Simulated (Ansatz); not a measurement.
Results of r²SCAN in Ansatz (PAW) for CsCl-type CoGa.

Run with plane-wave cutoff 600 eV, 16×16×16 k mesh, Fermi–Dirac smearing 0.1 eV, finite displacements, force constants from a 4×4×4 q mesh, no spin polarisation, scalar-relativistic PAW data made under PBE.

Computed at the level's own relaxed cell. Harmonic vibrational thermodynamics at fixed volume:

```tsv
T (K)	S_vib (J/K per mol of atoms)	C_V (J/K per mol of atoms)	F_vib (eV/atom)
0	0.00	0.00	0.0368
200	(withheld)	(withheld)	(withheld)
300	(withheld)	(withheld)	(withheld)
400	(withheld)	(withheld)	(withheld)
600	(withheld)	(withheld)	(withheld)
700	(withheld)	(withheld)	(withheld)
1000	(withheld)	(withheld)	(withheld)
```

Problem. Some entries are withheld; supply them.

Solution. 
- 200, S_vib (J/K per mol of atoms): 19.37
- 200, C_V (J/K per mol of atoms): 20.97
- 200, F_vib (eV/atom): 0.0205
- 300, S_vib (J/K per mol of atoms): 28.34
- 300, C_V (J/K per mol of atoms): 23.05
- 300, F_vib (eV/atom): -0.0045
- 400, S_vib (J/K per mol of atoms): 35.10
- 400, C_V (J/K per mol of atoms): 23.85
- 400, F_vib (eV/atom): -0.0375
- 600, S_vib (J/K per mol of atoms): 44.91
- 600, C_V (J/K per mol of atoms): 24.45
- 600, F_vib (eV/atom): -0.1210
- 700, S_vib (J/K per mol of atoms): 48.68
- 700, C_V (J/K per mol of atoms): 24.58
- 700, F_vib (eV/atom): -0.1696
- 1000, S_vib (J/K per mol of atoms): 57.49
- 1000, C_V (J/K per mol of atoms): 24.76
- 1000, F_vib (eV/atom): -0.3354

The crystal is taken as a harmonic solid at every temperature: melting, phase changes and thermal expansion are not seen, nor the electrons' share in a metal.

Ansatz is a quantum-chemistry and plane-wave program.
